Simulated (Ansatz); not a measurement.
Base system: MgB$_{2}$ (space group P6/mmm, No. 191; a = 3.0687 Å, c = 3.5118 Å; relaxed with 0.1 eV smearing).

Level of theory: r2SCAN (Ansatz, a quantum-chemistry and plane-wave program; PAW; 500 eV plane waves; no spin-orbit coupling).

For the base:

* **Pressure**: 0.0 GPa
* **Band gap**: zero

It is then changed as follows: an isotropic linear strain of +1.84 %, atoms relaxed at fixed cell.

Problem. Estimate the effect on the energy relative to the base, pressure and band gap.

Solution. The energy goes up by 14 meV/atom; the pressure (mean of the normal stresses, compression positive) goes from zero to -7.8 GPa; the band gap stays zero.

Whether these cells are dynamically stable was not tested. All final runs are without spin polarisation.
